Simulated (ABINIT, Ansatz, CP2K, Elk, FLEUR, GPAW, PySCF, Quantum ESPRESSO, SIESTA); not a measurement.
**Si (Fd-3m, 2 atoms in the cell) computed with different codes at matched settings**

Self-consistent single point.

```
CELL_PARAMETERS angstrom
      0.00000     2.72566     2.72566
      2.72566     0.00000     2.72566
      2.72566     2.72566     0.00000
ATOMIC_POSITIONS crystal
  Si 0.25000 0.25000 0.25000
  Si 0.00000 0.00000 0.00000
```

Shared settings, as Ansatz (a program for electronic structure) writes them: kpoints.mp_grid.grid = 8 8 8; scf.occupations.method = fermi_dirac; scf.occupations.width = 0.02 eV. Potentials and cutoffs stand in the table.

| code | model | pressure (GPa) | gap on the mesh (eV) | cutoff |
|---|---|---|---|---|
| Ansatz | LDA (PW92), default PAW files made with PBE | -2.52 | 0.532 | default |
| SIESTA | LDA PW92, numerical atomic orbitals TZP, PseudoDojo LDA standard norm-conserving potentials (rewritten from UPF to PSML) | -2.19 | 0.507 | grid 350 Ry |
| GPAW | LDA (Perdew-Wang 92), GPAW PAW datasets LDA (gpaw-data 1.0.1) | -2.27 | 0.535 | 550 eV |
| Quantum ESPRESSO | LDA (PW92), PseudoDojo standard norm-conserving (LDA) pseudopotentials | -2.85 | 0.543 | 35 Ry |
| ABINIT | LDA (PW92), norm-conserving pseudopotentials (PseudoDojo nc-sr-04 LDA standard) | -2.86 | 0.544 | 16 Ha |
| FLEUR | LDA (Perdew-Zunger), all-electron FLAPW (FLEUR), scalar-relativistic valence | – | 0.534 | Kmax 3.9 1/bohr |
| PySCF | LDA, Gaussian basis gth-dzvp-molopt-sr, GTH pseudopotentials gth-pade, FFT density fitting with multigrid | – | 0.619 | grid 50 Ha |
| Elk | LDA (PW92), all-electron FP-LAPW, Elk's shipped species files, APW+lo basis with extra local orbitals | – | 0.537 | rgkmax 8 |
| CP2K | LDA (Pade form), GPW, DZVP-MOLOPT-SR-GTH basis, GTH-PADE potentials (GTH_POTENTIALS) | -3.08 | 0.617 | grid 400 Ry |

A dash marks a value that a program does not give, or that is left out as unsure.

Gaps are read on the mesh.

The spread over the programs that give each value: pressure within 0.89 GPa; gap on the mesh within 0.112 eV.

SIESTA, PySCF and CP2K use small atom-centred bases, whose incompleteness enters pressures, forces and empty levels differently from a plane-wave cutoff. FLEUR and Elk treat all electrons, but the usual bases taken here (sphere radii, linearisation, local orbitals, empty states) were not tested for convergence, so the values are no reference for the others. Ansatz's pressure is given at a fixed set of plane waves, as the other plane-wave codes print theirs; with its correction for the finite basis it is -2.48 GPa.

The starting cell comes from a database of computed structures (which also holds hypothetical and non-ambient phases and stackings), without a prior relaxation at this level. Its lattice was rescaled by a random factor within 2.5 % of one.

Keys are those of Ansatz 0.2.
